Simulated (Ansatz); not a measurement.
**Effect of isotropic strain +3.00 % on ZnS**

The parent structure is ZnS in the zinc blende structure (space group F-43m, No. 216; a = 5.2968 Å).

Now apply this change: the cell is scaled by 1.0300 in all directions, atoms relaxed at fixed cell.

Method: LDA (Ansatz, a quantum-chemistry and plane-wave program; PAW; 420 eV plane waves; without spin-orbit coupling). Γ-centred 11×11×11 mesh, Fermi–Dirac width 0.05 eV.

The space group stays F-43m (No. 216) and the shortest interatomic distance grows by 0.0688 Å to 2.362 Å. The energy rises by 37 meV/atom and the pressure decreases by 6.29 GPa (-0.01 GPa → -6.30 GPa). The band gap falls by 0.391 eV (2.13 eV → 1.73 eV) and the gap character remains direct at Γ. The mean gap deformation potential ΔEg/Δln V comes out as -4.4 eV and the electron mass changes from 0.17 mₑ (at Γ) to 0.15 mₑ (at Γ). The hole mass (degenerate bands, along [100]) changes from 0.18, 0.63, 0.63 mₑ (at Γ) to 0.16, 0.77, 0.77 mₑ (at Γ) and the valley order (the lowest conduction-band minima on the path, energy above the VBM, named in the base's zone) becomes Γ 1.73 eV; L along ⟨111⟩ 3.03 eV; X along ⟨100⟩ 3.25 eV (base: Γ 2.13 eV; X along ⟨100⟩ 3.05 eV; L along ⟨111⟩ 3.20 eV).

Effective masses come from finite differences of ±0.01 Å⁻¹. Stability against distortions was not tested.
